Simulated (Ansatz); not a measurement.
Take CdSe in the zinc blende structure (space group F-43m, No. 216) as the base.

```
CdSe
1.0
    0.00000     3.09821     3.09821
    3.09821     0.00000     3.09821
    3.09821     3.09821     0.00000
Cd Se
1 1
Direct
  0.00000   0.00000   0.00000
  0.25000   0.25000   0.25000
```

Computed with Ansatz (an electronic-structure program) PBE, no spin-orbit coupling.

Base values:

| Quantity | Result |
|---|---|
| Band gap | 0.49 eV |
| Pressure | -0.01 GPa |
| Hole mass | 0.054, 0.73, 0.73 mₑ (at Γ) |

The change: every lattice vector is shortened by 3.00 %; the atoms relax in the strained cell.

**Question.** What happens to the band gap?

**Answer.** The band gap goes up by 0.19 eV to 0.68 eV.

**Question.** What does the calculation give for the energy relative to the base after the change?

**Answer.** The energy rises by 37 meV/atom.

**Question.** Estimate the effect on the pressure.

**Answer.** The pressure increases by 5.06 GPa to 5.05 GPa.

**Question.** Estimate the effect on the hole mass.

**Answer.** The hole mass (degenerate bands, along [100]) changes from 0.054, 0.73, 0.73 mₑ (at Γ) to 0.068, 0.64, 0.64 mₑ (at Γ).

Masses are band curvatures over ±0.01 Å⁻¹ around the edge. Stability against distortions was not tested.
